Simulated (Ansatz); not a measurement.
BP (model structure, started from the CdTe type, P6₄22, No. 181, 6 atoms in the cell)

Calculation: r²SCAN0 (Ansatz, a quantum-chemistry and plane-wave program, plane waves, PAW).

Numerical settings: plane-wave cutoff 520 eV, 9×9×4 k mesh (along the axes of the cell as run), Fermi–Dirac smearing 0.01 eV, scalar-relativistic PAW data made under PBE.

Cell (relaxed with PBEsol):

```cif
data_B3P3
_chemical_formula_sum 'B3 P3'
_space_group_name_H-M_alt 'P 1'
_space_group_IT_number 1
_cell_length_a 3.25952
_cell_length_b 3.25952
_cell_length_c 6.94001
_cell_angle_alpha 90.000
_cell_angle_beta 90.000
_cell_angle_gamma 120.000
loop_
_space_group_symop_operation_xyz
  'x, y, z'
loop_
_atom_site_label
_atom_site_type_symbol
_atom_site_fract_x
_atom_site_fract_y
_atom_site_fract_z
_atom_site_occupancy
B1 B 0.00000 0.49998 0.66667 1
B2 B 0.50002 0.50002 0.00000 1
B3 B 0.49998 0.00000 0.33333 1
P1 P 0.00000 0.49998 0.16667 1
P2 P 0.50002 0.50002 0.50000 1
P3 P 0.49998 0.00000 0.83333 1
```

```json
{
  "band_gap": "1.45 eV (on the SCF k mesh)"
}
```

Note: the relaxation could raise the start's symmetry but not lower it, so the cell can be a saddle point; cell and atoms aren't relaxed at this level (pressure 0.9 GPa).

Computed values are for the static lattice.

Cost on a shared machine: roughly 2.9 core-minutes.

A model structure was made by putting elements into a prototype or built by hand; it is no filed structure, need not be a known phase, and can be a saddle point held by its symmetry.
